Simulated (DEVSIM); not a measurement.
System: abrupt Si p-n junction, at 350 K.

Layer 1 from the left is Si, thickness (μm) 12.0, Na (cm⁻³) 8.4e18, τn (s) 0.00051, τp (s) 0.00051. Layer 2 from the left is Si, thickness (μm) 3.40, Nd (cm⁻³) 3.6e15, τn (s) 0.00051, τp (s) 0.00051.

Left contact: ohmic. Right contact: ohmic. Voltage is applied to the left contact. Recombination: SRH at mid-gap, Auger. Mobility is μmin + (μ − μmin)/(1 + (N/Nref)^α).

This is a model device: material constants are rounded textbook-type values typed into the input, and sizes, dopings and lifetimes were drawn at random. Values at 300 K; Nc and Nv go as T^1.5, mobilities as T to minus their exponent, the gap by Varshni's rule with the affinity fixed.

Si: gap (eV) 1.124, affinity (eV) 4.05, permittivity 11.7, Nc (cm⁻³) 2.86e19, Nv (cm⁻³) 3.1e19, μn (cm²/Vs) 1417, μp (cm²/Vs) 470, μn,min 52, μp,min 45, Nref,n 9.7e16, Nref,p 2.2e17, αn 0.68, αp 0.72, T exponent of μn 2.3, T exponent of μp 2.2, Cn (cm⁶/s) 2.8e-31, Cp (cm⁶/s) 9.9e-32, Varshni α (eV/K) 0.000473, Varshni β (K) 636.

Problem. Estimate by hand the built-in potential, the peak field at zero bias, and compare with a numerical solution.

Solution. 
- Built-in potential: ni = √(Nc Nv) exp(−Eg/2kT) = 3.78e11 cm⁻³ with Eg = 1.111 eV; Vbi = kT/q ln(Na Nd/ni²) = 0.787 V; numerical 0.787 V.
- Peak field at zero bias: depletion approximation: W = √(2εVbi/(qN)) = 0.532 μm with N = 3.60e15 cm⁻³; field = 2Vbi/W = 29600 V/cm; numerical 170000 V/cm (estimate below by 83 %).

Model (solved in DEVSIM): 1D drift-diffusion, Boltzmann statistics, complete ionisation; no tunnelling, impact ionisation, image-force lowering or self-heating.
